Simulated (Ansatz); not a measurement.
Start from Ag in the diamond structure (space group Fd-3m, No. 227; a = 6.218 Å; a hypothetical phase, not in the database extracts checked). Axes: x, y, z lie along the cube axes.

(Cell as relaxed with PBE.)

Levels (all Ansatz, a program for electronic structure, PAW): PBE (420 eV, scalar-relativistic without spin-orbit coupling); PBEsol (420 eV, without spin-orbit coupling).

Each level relaxes its own structure.

```tsv
base	PBE	PBEsol
volume per atom	30.05 Å³	27.52 Å³
lattice parameter a	11.750 bohr	11.411 bohr
band gap	zero	zero
```

The change: a free-standing slab of 5 layers (10 atoms, 2 a layer) is cut normal to [110], with 15 Å of vacuum and the in-plane cell held at bulk.

```csv
quantity,PBE,PBEsol
excess energy per area of both faces (slab less bulk energy over the cell's area: twice a surface energy) (uncertain by up to 0.06 J/m²),0.6 J/m²,0.9 J/m²
shortest interatomic distance,5.067 bohr,4.942 bohr
band gap,zero,zero
```

PBE's excess energy per area of both faces lies 0.3 J/m² below PBEsol's; PBE's shortest interatomic distance lies 0.125 bohr above PBEsol's (2.5 %); the two agree on the band gap. Neither level is exact; PBEsol is the comparison here, not a measurement.

Slab and bulk use different k-meshes, which limits the precision of the excess energy. Whether these cells are dynamically stable was not tested.
